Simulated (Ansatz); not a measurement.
Consider MgO in the rock salt structure (space group Fm-3m, No. 225).

```yaml
crystal:
  lattice:
    - [0.00000, 2.12687, 2.12687]
    - [2.12687, 0.00000, 2.12687]
    - [2.12687, 2.12687, 0.00000]
  atoms:
    - { symbol: Mg, position: [0.00000, 0.00000, 0.00000] }
    - { symbol: O, position: [0.50000, 0.50000, 0.50000] }
```

Computed with PBE in Ansatz (plane waves to 420 eV, PAW, no spin-orbit coupling).

Before the change:

- Electron mass = 0.34 mₑ (at Γ)
- Band gap = 4.46 eV
- Gap character = direct at Γ
- Shortest interatomic distance = 2.127 Å

Modification: cell and atoms relaxed at a pressure of 22.5 GPa.

What happens to the electron mass?

The electron mass goes from 0.34 mₑ (at Γ) to 0.38 mₑ (at Γ).

Estimate the effect on the band gap.

The band gap rises by 1.19 eV, from 4.46 eV to 5.65 eV.

Predict the new gap character.

The gap character is still direct at Γ.

What happens to the shortest interatomic distance?

The shortest interatomic distance decreases by 0.082 Å, from 2.127 Å to 2.045 Å.

Load acts through the strain it causes; cell and atoms are relaxed under it. Effective masses come from finite differences of ±0.01 Å⁻¹. No phonon test of stability was made. Competing high-pressure phases were not computed.

Ansatz is a first-principles code.
